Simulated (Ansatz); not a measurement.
LuAlO₃ (P6₃/mmc, No. 194, 10 atoms in the cell; start mp-755358) was calculated with PBEsol (Ansatz, a quantum-chemistry and plane-wave program, PAW).

Numerical settings: plane-wave cutoff 520 eV, 12×12×4 k mesh (along the axes of the cell as run), Fermi–Dirac smearing 0.01 eV, scalar-relativistic PAW data made under PBE.

Cell (relaxed with PBEsol):

Space group P6₃/mmc (No. 194); a = 3.366 Å, b = 3.366 Å, c = 11.473 Å, α = 90.00°, β = 90.00°, γ = 120.00°

```tsv
atom	site	symmetry	x	y	z
Lu	2a	-3m.	0.0000	0.0000	0.0000
Al	2c	-6m2	0.3333	0.6667	0.2500
O	4f	3m.	0.3333	0.6667	0.0907
O	2b	-6m2	0.0000	0.0000	0.2500
```

**Question.** Predict the band gap and smallest direct gap on the k points sampled.

**Answer.** 
* **band gap**: 3.42 eV
* **smallest direct gap on the k points sampled**: 3.79 eV

Spin–orbit coupling is not included.

Computing time: about 30 core-seconds (a rough figure).

A start named mp-… is a Materials Project structure, which need not be a measured phase.
